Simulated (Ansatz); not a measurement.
A computed series for Na2S: response to strain

Base system: Na₂S in the anti-fluorite structure (space group Fm-3m, No. 225).

```yaml
crystal:
  lattice:
    - [0.00000, 3.25070, 3.25070]
    - [3.25070, 0.00000, 3.25070]
    - [3.25070, 3.25070, 0.00000]
  atoms:
    - { symbol: Na, position: [0.25000, 0.25000, 0.25000] }
    - { symbol: Na, position: [0.75000, 0.75000, 0.75000] }
    - { symbol: S, position: [0.00000, 0.00000, 0.00000] }
```

Cartesian axes are those of the cell as printed.

Strains are applied to the cell and any free atomic positions relax; under biaxial strain the out-of-plane vector relaxes too.

All numbers come from Ansatz (a first-principles code), PBEsol, PAW, cutoff 420 eV, spin-orbit coupling left out.

Candidates:
(a) biaxial strain −2.50 %, plane normal [111], relaxed out of plane
(b) biaxial strain +0.42 %, plane normal [111], relaxed out of plane
(c) biaxial strain +2.50 %, plane normal [111], relaxed out of plane
(d) biaxial strain −0.42 %, plane normal [111], relaxed out of plane
(e) biaxial strain −1.25 %, plane normal [111], relaxed out of plane

Task: Order them by out-of-plane strain, lowest first.

Result: (c) biaxial strain +2.50 %, plane normal [111], relaxed out of plane (-1.60 %), (b) biaxial strain +0.42 %, plane normal [111], relaxed out of plane (-0.27 %), (d) biaxial strain −0.42 %, plane normal [111], relaxed out of plane (+0.28 %), (e) biaxial strain −1.25 %, plane normal [111], relaxed out of plane (+0.84 %), (a) biaxial strain −2.50 %, plane normal [111], relaxed out of plane (+1.73 %)

Whether these cells are dynamically stable was not tested.
